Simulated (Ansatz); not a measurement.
MgS (Fm-3m), Ansatz (a quantum-chemistry and plane-wave program) with PBEsol with spin-orbit coupling, rigid bands: Condition of this run: hydrostatic pressure 2 GPa (the target of the relaxation). band gap 2.74 eV, N_c = 1.64e19 cm⁻³ and N_v = 8.52e19 cm⁻³ at 300 K, conductivity masses of 0.355 mₑ (electrons) and 1.16 mₑ (holes). Take k_BT = 0.02585 eV.

Question: What thermal injection velocity √(2k_BT/πm) limits a ballistic channel?

Answer: 9.03e6 cm/s for electrons and 5.00e6 cm/s for holes, a ratio of √(m_h/m_e) = 1.81, for dilute carriers.

Question: Find the intrinsic carrier density and the intrinsic Fermi level.

Answer: n_i = √(N_c N_v) exp(−E_g/2k_BT) = 3.74e19 × exp(−52.99) = 3.6e-4 cm⁻³. The level lies (k_BT/2) ln(N_v/N_c) = 21 meV from mid-gap (positive towards the conduction band). Each 0.1 eV added to the gap lowers n_i by a factor of 6.9.

Question: A film of it is 2 nm thick. Estimate the confinement energies in an infinite well.

Answer: ħ²π²/(2m t²) = 0.376 eV·nm²/(m/mₑ × t²) gives 265 meV for electrons and 81.0 meV for holes, so the gap would widen to about 3.09 eV. Finite barriers and nonparabolic bands lower this, and with several valleys or bands the heaviest mass along the normal sets the lowest level, not this average.

Rigid, parabolic bands with the computed gap; masses take one relaxation time for all states.
